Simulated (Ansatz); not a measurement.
## CaSnO3, response to strain

The parent structure is CaSnO$_{3}$ (space group R-3, No. 148).

```
CaSnO3
1.0
    2.75187     1.58879     5.07721
   -2.75187     1.58879     5.07721
    0.00000    -3.17759     5.07721
Ca Sn O
2 2 6
Direct
  0.63745   0.63745   0.63745
  0.36255   0.36255   0.36255
  0.84601   0.84601   0.84601
  0.15399   0.15399   0.15399
  0.96497   0.55618   0.20906
  0.03503   0.44382   0.79094
  0.20906   0.96497   0.55618
  0.79094   0.03503   0.44382
  0.55618   0.20906   0.96497
  0.44382   0.79094   0.03503
```

Cartesian axes are those of the cell as printed.

Strains are applied to the cell and any free atomic positions relax; under biaxial strain the out-of-plane vector relaxes too; under stress the whole cell relaxes.

Calculations: plane-wave PAW DFT at the PBEsol level (Ansatz, a quantum-chemistry and plane-wave program, 420 eV), no spin-orbit coupling.

Notes on the quantities. pressure: mean of the normal stresses, compression positive.

```json
[
 {"case": "base", "electron mass": "0.42 mₑ along c, 0.35 mₑ across (at Γ)", "band gap": "3.09 eV", "gap character": "indirect, k = (0, 0.286, 0.286) in the run's primitive reciprocal basis → Γ", "pressure": "0.0 kbar"},
 {"case": "biaxial strain −1.92 %, plane normal [001], relaxed out of plane", "electron mass": "0.43 mₑ out of plane, 0.36 mₑ in plane (at Γ)", "band gap": "3.33 eV", "gap character": "indirect, k = (0.143, 0.286, 0.429) in the run's primitive reciprocal basis → Γ", "pressure": "38.9 kbar"},
 {"case": "isotropic strain +1.08 %", "electron mass": "0.42 mₑ along c, 0.34 mₑ across (at Γ)", "band gap": "2.89 eV", "gap character": "indirect, k = (0, 0.286, 0.286) in the run's primitive reciprocal basis → Γ", "pressure": "-40.4 kbar"},
 {"case": "uniaxial strain ε_xx = −0.62 %", "electron mass": "0.42 mₑ along z, 0.35 mₑ across (at Γ)", "band gap": "3.13 eV", "gap character": "indirect, k = (0.286, 0, 0.286) in the run's primitive reciprocal basis → Γ", "pressure": "9.3 kbar"},
 {"case": "uniaxial stress, 1 GPa tension along x", "electron mass": "0.42 mₑ along z, 0.35 mₑ across (at Γ)", "band gap": "3.06 eV", "gap character": "indirect, k = (0.286, 0.286, 0) in the run's primitive reciprocal basis → Γ", "pressure": "–"}
]
```

Masses are band curvatures over ±0.01 Å⁻¹ around the edge. Stability under load was not tested beyond the relaxation. k-point labels follow each cell's own Brillouin zone.
